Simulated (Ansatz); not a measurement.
Data:

End structure of a constructed model of the (100) surface of fcc Ni, ferromagnetic, a layer of Mn in place of the second plane (bottom of the slab: a bare face, its two planes held):

```yaml
crystal:
  lattice:
    - [2.48857, 0.00000, 0.00000]
    - [0.00000, 2.48857, 0.00000]
    - [0.00000, 0.00000, 25.00000]
  atoms:
    - { symbol: Ni, position: [0.50000, 0.50000, 0.32043] }
    - { symbol: Ni, position: [0.00000, 0.00000, 0.39082] }
    - { symbol: Ni, position: [0.50000, 0.50000, 0.46119] }
    - { symbol: Ni, position: [0.00000, 0.00000, 0.53272] }
    - { symbol: Mn, position: [0.50000, 0.50000, 0.60464] }
    - { symbol: Ni, position: [0.00000, 0.00000, 0.67295] }
```

Slab: 6 atoms, 9.0 Å thick at the start (thin: gaps and levels are the slab's own); k 15x15x1, smearing 0.1 eV, dipole-corrected; 2 atoms held, the rest relaxed; start symmetry kept, larger cells not searched; spin-polarised, ending with about 4.9 μB a cell; orders that need a larger cell were not tried, no spin-orbit, no U. It is one candidate, not shown to be the stable structure of the face.

Problem. What is the computed work function of the top face (Ansatz (a program for electronic structure) with PBE)?

Solution. 4.61 eV
